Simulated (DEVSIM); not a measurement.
Device: abrupt Si p-n junction, at 250 K.

Layer 1 from the left is Si, thickness (μm) 27.0, Na (cm⁻³) 1.3e15, τn (s) 1.1e-5, τp (s) 1.1e-5. Layer 2 from the left is Si, thickness (μm) 140, Nd (cm⁻³) 1.6e16, τn (s) 1.1e-5, τp (s) 1.1e-5.

Left contact: ohmic. Right contact: ohmic. Voltage is applied to the left contact. Recombination: SRH at mid-gap, radiative, Auger. Mobility is constant in doping.

The device is made up for the run: typed textbook-type constants, with dimensions and the other settings drawn at random. Values at 300 K; Nc and Nv go as T^1.5, mobilities as T to minus their exponent, the gap by Varshni's rule with the affinity fixed.

Si: gap (eV) 1.124, affinity (eV) 4.05, permittivity 11.7, Nc (cm⁻³) 2.86e19, Nv (cm⁻³) 3.1e19, μn (cm²/Vs) 1417, μp (cm²/Vs) 470, T exponent of μn 2.3, T exponent of μp 2.2, B (cm³/s) 4.7e-15, Cn (cm⁶/s) 2.8e-31, Cp (cm⁶/s) 9.9e-32, Varshni α (eV/K) 0.000473, Varshni β (K) 636.

### Question
Estimate by hand the built-in potential, the peak field at zero bias, the capacitance at -3 V, and compare with a numerical solution.

### Answer

- Built-in potential: ni = √(Nc Nv) exp(−Eg/2kT) = 8.01e7 cm⁻³ with Eg = 1.136 eV; Vbi = kT/q ln(Na Nd/ni²) = 0.769 V; numerical 0.769 V.
- Peak field at zero bias: depletion approximation: W = √(2εVbi/(qN)) = 0.910 μm with N = 1.20e15 cm⁻³; field = 2Vbi/W = 16900 V/cm; numerical 16500 V/cm (estimate above by 2.3 %).
- Capacitance at -3 V: C = √(qεN / 2(Vbi + |V|)) = 5.14 nF/cm²; numerical 5.17 nF/cm² (estimate below by 0.57 %).

DEVSIM, 1D drift-diffusion, Boltzmann statistics, complete ionisation; no tunnelling, impact ionisation, image-force lowering or self-heating.
